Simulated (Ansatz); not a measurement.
## MgTe: response to strain

The parent structure is MgTe in the zinc blende structure (space group F-43m, No. 216; a = 6.439 Å). Axes: x, y, z lie along the cube axes.

Strains are applied to the cell and any free atomic positions relax.

Level of theory: plane-wave PAW DFT at the PBEsol level (Ansatz, a quantum-chemistry and plane-wave program, 420 eV), no SOC.

Notes on the quantities. energy relative to the base: free energy F.

```
change                           electron mass  energy relative to the base  shortest interatomic distance
------------------------------  --------------  ---------------------------  -----------------------------
base                            0.16 mₑ (at Γ)                   0 meV/atom                        2.788 Å
uniaxial strain ε_zz = −3.00 %  0.17 mₑ (at Γ)                +4.2 meV/atom                        2.761 Å
uniaxial strain ε_zz = −2.00 %  0.17 mₑ (at Γ)                +1.9 meV/atom                        2.770 Å
uniaxial strain ε_zz = −1.50 %  0.16 mₑ (at Γ)                +1.0 meV/atom                        2.774 Å
uniaxial strain ε_zz = −1.00 %  0.16 mₑ (at Γ)                +0.5 meV/atom                              …
uniaxial strain ε_zz = +0.50 %  0.16 mₑ (at Γ)                +0.1 meV/atom                        2.793 Å
uniaxial strain ε_zz = +1.50 %  0.16 mₑ (at Γ)                +1.1 meV/atom                        2.802 Å
uniaxial strain ε_zz = +2.00 %  0.16 mₑ (at Γ)                +1.9 meV/atom                        2.807 Å
uniaxial strain ε_zz = +2.50 %  0.16 mₑ (at Γ)                +3.0 meV/atom                        2.812 Å
uniaxial strain ε_zz = +3.00 %  0.16 mₑ (at Γ)                            …                        2.816 Å
```

Problem. Some entries are withheld; estimate them.

Solution. 
- uniaxial strain ε_zz = −1.00 %, shortest interatomic distance: 2.779 Å
- uniaxial strain ε_zz = +3.00 %, energy relative to the base: +4.3 meV/atom

Spin-orbit coupling, missing from the scalar runs, can matter with Te. The levels and masses belong to the bands next to the band gap. Masses are band curvatures over ±0.01 Å⁻¹ around the edge. Stability against distortions was not tested.
